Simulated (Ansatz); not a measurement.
Input:

```
CELL_PARAMETERS angstrom
     -2.85145     2.85145     5.71756
      2.85145    -2.85145     5.71756
      2.85145     2.85145    -5.71756
ATOMIC_POSITIONS crystal
  Zn 0.75000 0.25000 0.50000
  Zn 0.00000 0.00000 0.00000
  Sn 0.25000 0.75000 0.50000
  Sn 0.50000 0.50000 0.00000
  P  0.10274 0.12500 0.47774
  P  0.64726 0.62500 0.52226
  P  0.37500 0.89726 0.02226
  P  0.87500 0.35274 0.97774
```

No spin polarisation.

Level of theory: PBE in Ansatz (plane waves to 420 eV, PAW, without spin-orbit coupling), earlier PAW set. Γ-centred 8×8×8 mesh, Fermi–Dirac width 0.05 eV.

Question: Predict the space group, gap character and valence-band top at Γ.

Answer: The space group is I-42d (No. 122), the gap character comes out as direct at Γ and the valence-band top at Γ (three highest levels, from the VBM) is 0.00, 0.00, 0.00 eV.

Whether these cells are dynamically stable was not tested. The cell was made from ZnSiP2 by this change: Si → Sn.

Ansatz is a first-principles code.
